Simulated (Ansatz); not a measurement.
PbSnS2 (Pmc2₁, No. 26, 8 atoms in the cell; start mp-1218951), treated with LDA (plane waves, PAW; Ansatz, a quantum-chemistry and plane-wave program).

Settings: plane-wave cutoff 520 eV, 8×8×4 k mesh (along the axes of the cell as run), Fermi–Dirac smearing 0.01 eV, scalar-relativistic PAW data made under PBE.

Cell (relaxed at this level):

```yaml
crystal:
  lattice:
    - [4.02706, 0.00000, 0.00000]
    - [0.00000, 4.17589, 0.00000]
    - [0.00000, 0.00000, 11.21226]
  atoms:
    - { symbol: Sn, position: [0.50000, 0.36652, 0.37592] }
    - { symbol: Sn, position: [0.50000, 0.63348, 0.87592] }
    - { symbol: Pb, position: [0.00000, 0.14873, 0.61324] }
    - { symbol: Pb, position: [0.00000, 0.85127, 0.11324] }
    - { symbol: S, position: [0.00000, 0.22211, 0.86067] }
    - { symbol: S, position: [0.00000, 0.77789, 0.36067] }
    - { symbol: S, position: [0.50000, 0.30133, 0.15017] }
    - { symbol: S, position: [0.50000, 0.69867, 0.65017] }
```

### Question
Give the computed band gap, Γ–Γ gap and bulk modulus B0.

### Answer

band gap: 0.77 eV (on the SCF k mesh)
Γ–Γ gap: 1.55 eV
bulk modulus B0: 45.8 GPa

Note: the relaxation could not lower the start's symmetry, so the cell can be a saddle point above a distorted one; the bulk modulus is −V dP/dV from two relaxed cells at ±2 % in volume.

Spin–orbit coupling is not included; with these elements it can move the gap by several tenths of an eV or more.

The computed numbers hold no vibrational or temperature effects.

The result took about 11 core-minutes (a rough figure).

A start named mp-… is a Materials Project structure, which need not be a measured phase.
